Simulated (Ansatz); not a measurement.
End structure of the (113) surface of tetragonal indium in its 1x1 cell, outermost plane spacing 0.68 Å in the ideal cut:

```yaml
crystal:
  lattice:
    - [4.70831, 0.00000, 0.00000]
    - [-2.35415, 8.62826, 0.00000]
    - [0.00000, 0.00000, 26.50000]
  atoms:
    - { symbol: In, position: [0.18638, 0.37097, 0.32177] }
    - { symbol: In, position: [0.37875, 0.75453, 0.34348] }
    - { symbol: In, position: [0.57191, 0.14221, 0.35907] }
    - { symbol: In, position: [0.76901, 0.53812, 0.39251] }
    - { symbol: In, position: [0.96770, 0.93288, 0.40761] }
    - { symbol: In, position: [0.15844, 0.31873, 0.44115] }
    - { symbol: In, position: [0.35807, 0.71568, 0.46651] }
    - { symbol: In, position: [0.54913, 0.09985, 0.48492] }
    - { symbol: In, position: [0.75172, 0.50186, 0.51508] }
    - { symbol: In, position: [0.94278, 0.88603, 0.53349] }
    - { symbol: In, position: [0.14241, 0.28298, 0.55885] }
    - { symbol: In, position: [0.33316, 0.66882, 0.59239] }
    - { symbol: In, position: [0.53184, 0.06359, 0.60749] }
    - { symbol: In, position: [0.72895, 0.45949, 0.64093] }
    - { symbol: In, position: [0.92210, 0.84718, 0.65652] }
    - { symbol: In, position: [0.11447, 0.23074, 0.67823] }
```

Set-up: 16 atoms, 10.1 Å thick at the start (thin: gaps and levels are the slab's own); mesh 8x5x1; 0.1 eV smearing; dipole correction on; all atoms relaxed; held to the part of the start's symmetry that mesh and held atoms allow; no spin, no spin-orbit, no U.

Question: Give the work function of the top face at the level PBE (Ansatz, a quantum-chemistry and plane-wave program).

Answer: 3.79 eV
